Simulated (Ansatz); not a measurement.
**BeSe, pressure series**

The reference is BeSe in the zinc blende structure (space group F-43m, No. 216; a = 5.1778 Å).

Cell and atoms are relaxed at each pressure.

Computed with plane-wave PAW DFT at the PBE level (Ansatz, a program for electronic structure, 420 eV), no SOC.

```csv
P (GPa),V (Å³/atom)
-1.99,17.844
-0.99,17.589
0.30,17.283
0.70,17.193
1.50,17.021
3.00,16.718
5.01,16.351
7.51,15.941
10.01,15.575
```

A third-order Birch–Murnaghan fit to these points gives V₀ = 17.35 Å³/atom, B₀ = 75 GPa and B₀′ = 3.9. At pressure 10 GPa the volume is 89.8 % of V₀.

Between the base and pressure 7.5 GPa the gap moves from 2.67 eV to 2.48 eV, a mean slope of -25 meV/GPa.

Load acts through the strain it causes; cell and atoms are relaxed under it. Whether these cells are dynamically stable was not tested. No other phases were tried under pressure.
